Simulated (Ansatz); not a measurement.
Substrate model: Si(111) 1x1 surface, 6 top atoms, 3 bilayers, bottom bilayer H-capped and fixed, every top atom capped by H; cell 11.5 x 6.6 Å; two neighbouring H replaced by OH; about 7 Å thick over the host's atoms, 18 atoms held. Calculation: PBE-D3(BJ) (plane waves to 420 eV, PAW; Ansatz, a first-principles code). Sampling: 1x2x1 k points. The slab states were run without spin polarisation. Results hold for this slab, coverage and mesh. No zero-point or entropy terms are included. Each state was relaxed from one prepared geometry.

End state of this step: H2O attacks the fragment of SiCl4 (twice exchanged) and HCl forms. Atoms near the product:

| atom | x (Å) | y (Å) | z (Å) |
|---|---|---|---|
| H(29) | 3.844 | 6.548 | 10.907 |
| H(44) | 7.643 | 6.744 | 11.049 |
| O(46) | 5.190 | 3.333 | 11.105 |
| Si(a0) | 3.825 | 3.395 | 12.006 |
| Cl(a2) | 6.919 | 5.513 | 13.648 |
| Cl(a3) | 3.817 | 1.772 | 13.247 |
| O(c0) | 3.887 | 4.698 | 13.013 |
| H(c1) | 5.669 | 5.157 | 13.492 |
| H(c2) | 3.549 | 5.535 | 12.650 |

### Question
What energy does it take to move HCl into the gas, one a cell, with the surface relaxed behind it, and what are its closest contacts before it leaves?

### Answer
0.29 eV. Its closest contacts to the rest of the cell: H(c1)...O(c0) 1.90 Å, H(c1)...H(c2) 2.31 Å, H(c1)...Si(a0) 2.95 Å.
